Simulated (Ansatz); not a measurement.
## A computed series for B6As: pressure series

The parent structure is B$_{6}$As (space group R-3m, No. 166; a = 6.123 Å, c = 11.844 Å (hexagonal axes); a cell from a computed database, its experimental status unchecked).

Cell and atoms are relaxed at each pressure.

Method: Ansatz (a program for electronic structure), PBEsol, PAW, cutoff 420 eV, no spin-orbit coupling.

Notes on the quantities. enthalpy: H = E + PV relative to the base's energy.

```
change            band gap       enthalpy  lattice parameter a
----------------  --------  -------------  -------------------
base               2.62 eV              –              6.123 Å
pressure −2 GPa    2.61 eV  -0.11 eV/atom              6.142 Å
pressure −1 GPa    2.62 eV  -0.06 eV/atom              6.132 Å
pressure 0.3 GPa   2.62 eV  +0.02 eV/atom              6.120 Å
pressure 0.7 GPa   2.62 eV  +0.04 eV/atom              6.116 Å
pressure 1.5 GPa   2.62 eV  +0.09 eV/atom              6.109 Å
pressure 3 GPa     2.62 eV  +0.17 eV/atom              6.095 Å
pressure 5 GPa     2.62 eV  +0.28 eV/atom              6.077 Å
pressure 7.5 GPa   2.61 eV  +0.42 eV/atom              6.056 Å
pressure 10 GPa    2.61 eV  +0.56 eV/atom              6.036 Å
```

Load acts through the strain it causes; cell and atoms are relaxed under it. Stability against distortions was not tested. Competing high-pressure phases were not computed.
